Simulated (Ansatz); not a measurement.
Reference: BeTe (F-43m), r2SCAN with spin-orbit coupling, rigid bands (plane waves, PAW; Ansatz, an electronic-structure program); axes and stresses refer to this cell.

```
CELL_PARAMETERS angstrom
      0.00000     2.82862     2.82862
      2.82862     0.00000     2.82862
      2.82862     2.82862     0.00000
ATOMIC_POSITIONS crystal
  Be 0.00000 0.00000 0.00000
  Te 0.75000 0.75000 0.75000
```

The Seebeck coefficient, n-type 1e19 cm⁻³ comes out as -304 μV/K and the Seebeck coefficient, p-type 1e19 cm⁻³ is 246 μV/K. The hole conductivity mass is 0.40 mₑ.

**Question.** After one change the values are Seebeck coefficient, n-type 1e19 cm⁻³ -223 μV/K; Seebeck coefficient, p-type 1e19 cm⁻³ 185 μV/K; hole conductivity mass 0.37 mₑ. Name the change that produced these shifts.
A) biaxial stress xx = yy = 2 GPa (compression positive)
B) uniaxial stress zz = 2 GPa (compression positive)
C) uniaxial stress along [110] of -1 GPa (compression positive)
D) hydrostatic pressure 5 GPa

**Answer.** B, uniaxial stress zz = 2 GPa (compression positive)

Masses are for dilute carriers at 300 K, harmonic means over directions unless an axis is named. Seebeck coefficients are for the stated density at 300 K, with one relaxation time for all states and whether or not that doping can be reached. Stresses and pressures are the targets of the relaxation.  The structure type is held under load, also where the real crystal would transform.
